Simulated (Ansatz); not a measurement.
Effect of tensor shear ε_yz = −3.37 % on BeTe

Start from BeTe in the zinc blende structure (space group F-43m, No. 216; a = 5.6569 Å). Axes: x, y, z lie along the cube axes.

One thing is altered: tensor shear ε_yz = −3.37 % (engineering shear γ = -0.0674), atoms relaxed at fixed cell.

Level of theory: Kohn–Sham DFT with the r2SCAN functional, run in Ansatz (an electronic-structure program) with PAW and 500 eV plane waves, scalar-relativistic without spin-orbit coupling. Settings: 10×10×10 k-points, 0.05 eV Fermi–Dirac smearing.

| quantity | base | changed | shift |
|---|---|---|---|
| volume per atom | 22.63 Å³ | 22.60 Å³ | -0.03 Å³ |
| energy relative to the base (free energy F) | 0 meV/atom | +17 meV/atom | +17 meV/atom |
| band gap | 2.38 eV | 1.84 eV | -0.532 eV |
| gap character | – | indirect, Γ → X | – |
| smallest direct gap | 4.04 eV | 3.37 eV | -0.67 eV |
| valence-band top at Γ (three highest levels, from the VBM) | 0.00, 0.00, 0.00 eV | 0.00, -0.33, -0.53 eV | – |
| largest internal atomic displacement | – | 0.021 Å | – |
| stress (xx, yy, zz, yz, xz, xy; compression positive) | – | (-0.04, 0.30, 0.30, 3.56, 0.00, 0.00) GPa | – |

Spin-orbit coupling, missing from the scalar runs, can matter with Te. The cells carry an imposed strain or load. Stability against distortions was not tested. k-point labels follow each cell's own Brillouin zone.
